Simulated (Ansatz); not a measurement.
# WC under a change: uniaxial strain ε_xx = −2.00 %

Consider WC (space group P-6m2, No. 187; a = 2.884 Å, c = 2.812 Å; relaxed with 0.1 eV smearing). Axes: x lies along a and z along c of the hexagonal cell.

The change: the cell is compressed by 2.00 % along x with no lateral relaxation, atoms relaxed at fixed cell.

Calculations: Ansatz (a program for electronic structure) LDA, no SOC. Settings: 23×23×20 k-points, 0.1 eV Fermi–Dirac smearing.

```json
[
 {"quantity": "volume per atom", "base": "10.13 Å³", "changed": "9.93 Å³", "shift": "-0.20 Å³"},
 {"quantity": "energy relative to the base (free energy F)", "base": "0 meV/atom", "changed": "+10 meV/atom", "shift": "+10 meV/atom"},
 {"quantity": "pressure (mean of the normal stresses, compression positive)", "base": "0.0 GPa", "changed": "8.6 GPa", "shift": "+8.6 GPa"},
 {"quantity": "band gap", "base": "zero", "changed": "zero", "shift": "–"},
 {"quantity": "stress (xx, yy, zz, yz, xz, xy; compression positive)", "base": "–", "changed": "(16.3, 5.3, 4.1, 0.0, 0.0, 0.0) GPa", "shift": "–"}
]
```

Final structure:

```xyz
2
Lattice="2.8266 0.0000 0.0000 -1.4133 2.4979 0.0000 0.0000 0.0000 2.8115" Properties=species:S:1:pos:R:3 pbc="T T T"
W      0.0000     0.0038     0.0000
C      0.0000     1.6615     1.4058
```

No phonon test of stability was made. All final runs are without spin polarisation.
